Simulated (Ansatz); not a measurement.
A zone-centre phonon calculation of Ru (P6_3/mmc, 2 atoms in the cell) with Ansatz (a program for electronic structure).

Method: PBE, PAW files (plane waves; Ansatz).

```
CELL_PARAMETERS angstrom
      2.75576     0.00000     0.00000
     -1.37788     2.38656     0.00000
      0.00000     0.00000     4.34365
ATOMIC_POSITIONS crystal
  Ru 0.33333 0.66667 0.25000
  Ru 0.66667 0.33333 0.75000
```

Reference input (self-consistent single point, DFT, PBE, plane waves, PAW files): basis.ecutwfc = 30.9 Ry; kpoints.mp_grid.grid = 18 18 10; hamiltonian.xc = pbe; hamiltonian.pseudopotentials = {kind: paw} (an earlier, softer set of the program's PAW files); scf.occupations.method = gaussian; scf.occupations.width = 0.0073 Ry. This run's input differs from it in these lines:

```diff
@@ -17,6 +17,4 @@
   occupations: { method: gaussian, width: 0.0073 Ry }
-output:
-  forces: true
-  eigenvalues: true
-  stress: true
+phonons:
+  method: dfpt
```

Output (repeated stretches shortened):

```
SCF iter   1: F=—  HF=-11758.740753 eV  |F-HF|=—  |Δ(HF+E_count)|=         —  Δρ=1.21e-1  dr2=4.18e0  ethr=3.10e-3  ⟨swp⟩=4.9  Hψ=42425  notcnv=0
all-band conjugate gradients solve this SCF's bands
preconditioner: auto → none
SCF iter   2: F=—  HF=-11757.793667 eV  |F-HF|=—  |Δ(HF+E_count)|=   9.47e-1  Δρ=6.56e-2  dr2=1.22e0  ethr=3.10e-3  ⟨swp⟩=5.0  Hψ=77113  notcnv=0  defer=61
   [... lines left out ...]
SCF iter   5: F=—  HF=-11757.434867 eV  |F-HF|=—  |Δ(HF+E_count)|=   1.29e-5  Δρ=1.54e-4  dr2=4.18e-6  ethr=2.22e-8  ⟨swp⟩=2.0  Hψ=20142  notcnv=0  defer=1755
SCF iter   6: F=—  HF=-11757.434866 eV  |F-HF|=—  |Δ(HF+E_count)|=   1.84e-6  Δρ=2.55e-5  dr2=1.06e-7  ethr=1.31e-8  ⟨swp⟩=3.0  Hψ=20996  notcnv=0  defer=1755
SCF iter   7: F=—  HF=-11757.434866 eV  |F-HF|=—  |Δ(HF+E_count)|=   9.82e-8  Δρ=2.88e-6  dr2=1.59e-9  ethr=3.31e-10  ⟨swp⟩=2.6  Hψ=18994  notcnv=0  defer=1755
SCF iter   8: F=-11757.434866 eV  HF=-11757.434866 eV  |F-HF|=0.00e0  |Δ(HF+E_count)|=  3.20e-10  Δρ=1.85e-7  dr2=7.44e-12  ethr=1.00e-12  ⟨swp⟩=8.6  Hψ=74478  notcnv=0
SCF 1 converged in 8 iterations: F = -11757.434866 eV  dr2 = 7.44e-12
DFPT response loops at Γ: preconditioner auto → Kerker (q_TF=auto, 2.780 Å⁻¹) (partly filled bands, converged f_vac=0.000) …
Free energy (F): -11757.434866 eV
Internal energy: -11757.425143 eV  (E = F + TS)
E sigma→0 (E₀):  -11757.430004 eV
Entropy (-TS):   -0.009723 eV (-4.861 meV/atom)
Fermi energy:    21.900148 eV
--- Phonons (Γ-DFPT): 2 representative perturbations + reference, on 546 of 3240 k-points (Σ response iterations 6) ---
  k mesh reduced under 4 symmetry operations, with k and −k counted as one. Each operation leaves every solved displacement unchanged or reverses it
  ASR residual: 1.318e-4 → 0.000e0 eV/Å²; symmetrization residual: 8.575e-6 eV/Å²
  ASR residual per site (eV/Å²): 1.32e-4 1.32e-4
  Γ frequencies (cm⁻¹): 0.00 0.00 0.00 183.06 183.06 231.15
  non-analytic LO–TO correction: not included (Born effective charges unavailable; polar crystals: no LO–TO splitting at Γ)
```

The run converged in 8 iterations. 

Summary of the result:
```
Quantity                                                                  Result
--------------------------------------------------------  ----------------------
Free energy E − TS (on the zero of these files)                   -11757.4349 eV
Fermi level (on the code's own zero)                                    21.90 eV
Zone-centre frequencies (cm⁻¹; negative means imaginary)  0, 0, 0, 183, 183, 231
```

The starting cell comes from a database of computed structures (which also holds hypothetical and non-ambient phases and stackings), without a prior relaxation at this level. Its lattice was rescaled by a random factor within 2.5 % of one. Spin polarisation is off.

Cost on one core of a shared machine: roughly 3 min.

Keys are those of Ansatz 0.2.
